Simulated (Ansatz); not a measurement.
Take HgS (space group P3_221, No. 154; a = 4.139 Å, c = 9.408 Å; made of chains) as the base.

It is then changed as follows: a hydrostatic pressure of 0.7 GPa.

Levels (all Ansatz, an electronic-structure program, PAW): PBEsol (420 eV, no spin-orbit coupling); HSE06 (420 eV, no SOC).

The geometry is relaxed with PBEsol.

| Quantity | Value |
|---|---|
| PBEsol lowest conduction level above the VBM at special points | Γ 1.10 eV; M 1.46 eV; L 1.75 eV |

Question: Predict the lowest conduction level above the VBM at special points from HSE06.

Answer: The lowest conduction level above the VBM at special points goes from Γ 1.10 eV; M 1.46 eV; L 1.75 eV to Γ 1.94 eV; M 2.42 eV; L 2.74 eV.

Single points use the geometry relaxed with PBEsol. The hybrid gap comes from the SCF mesh plus the semilocal run's edge points and a few special points and is an upper bound. The levels and masses belong to the bands next to the band gap. Load acts through the strain it causes; cell and atoms are relaxed under it. Stability against distortions was not tested. No dispersion term is included in the PBEsol runs.
